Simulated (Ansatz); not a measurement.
**Quick settings and what they miss: In3Sn3Au4 (Cm, 10 atoms in the cell)**

Self-consistent single point.

```
CELL_PARAMETERS angstrom
      4.18284    -2.42599     0.00000
      4.18284     2.42599     0.00000
     -0.09811     0.00000    12.85391
ATOMIC_POSITIONS crystal
  In 0.66793 0.66793 0.41636
  In 0.33247 0.33247 0.58660
  In 0.33288 0.33288 0.90885
  Sn 0.66695 0.66695 0.08736
  Sn 0.00037 0.00037 0.74837
  Sn 0.99945 0.99945 0.25259
  Au 0.66712 0.66712 0.64010
  Au 0.33313 0.33313 0.36051
  Au 0.33295 0.33295 0.13541
  Au 0.66675 0.66675 0.86383
```

Method of the run: PBEsol, PAW files made with PBE (plane waves; Ansatz, a quantum-chemistry and plane-wave program).

Base settings: basis.ecutwfc = 420 eV; kpoints.mp_grid.grid = 5 5 2; hamiltonian.xc = pbesol; hamiltonian.pseudopotentials = {kind: paw} (the program's default PAW files); scf.occupations.method = methfessel_paxton; scf.occupations.width = 0.136 eV.

Tight run (finer mesh or higher cutoff; not a proven limit): basis.ecutwfc: 420 eV → 590 eV; kpoints.mp_grid.grid: 5 5 2 → 7 7 3; scf.convergence.dr2_threshold: default (1e-07 eV) → 1e-09 eV. It gave Fermi level (on the code's own zero) 11.10 eV; pressure -6.09 GPa; largest force (vector length) 0.450 eV/Å.

Quick runs, as changes from the base:
- A: the base itself
- B: basis.ecutwfc: 420 eV → 210 eV; kpoints.mp_grid.grid: 5 5 2 → 2 2 2; hamiltonian.xc: pbesol → lda; scf.occupations.width: 0.136 eV → 0.2 eV [LDA (PW92)]
- C: basis.ecutwfc: 420 eV → 210 eV; kpoints.mp_grid.grid: 5 5 2 → 4 4 4; scf.occupations.method: methfessel_paxton → gaussian; scf.occupations.width: 0.136 eV → 0.272 eV
- D: kpoints.mp_grid.grid: 5 5 2 → 4 4 4; scf.occupations.method: methfessel_paxton → gaussian; scf.convergence.dr2_threshold: default (1e-07 eV) → 0.001 eV

Energies are extrapolated to zero smearing width, which holds to low order in the width alone.

Dashes: energy of B, another energy zero.

† marks runs with another functional, U, potentials or spin treatment: their distance from the tight run is not a convergence error alone.

The count of work is k-points × plane waves × bands × iterations; it is no time. 

Pressures in the table are Ansatz's without its Pulay estimate, at a fixed set of plane waves; the tight run's value above holds the estimate.

The starting cell comes from a database of computed structures (which also holds hypothetical and non-ambient phases and stackings), without a prior relaxation at this level. Its lattice was rescaled by a random factor within 2.5 % of one. In the base run, with a pressure of about -6 GPa the cell is away from its equilibrium volume at this level.

| run | energy less tight (meV/atom) | pressure less tight (GPa) | largest miss in a force vector (eV/Å) | count of work / tight |
|---|---|---|---|---|
| A | -8.9 | -0.04 | 0.179 | 0.20 |
| B† | – | -137.47 | 0.572 | 0.022 |
| C | 3979.1 | -137.78 | 0.423 | 0.088 |
| D | -16.4 | -0.05 | 0.340 | 0.17 |

Among the runs at the tight run's level, the energy misses run from 8.9 to 3979.1 meV/atom.

Left out of this page: 2 runs of the series outside the window shown, repeating another row's setting, or not comparable.

Keys are those of Ansatz 0.2.
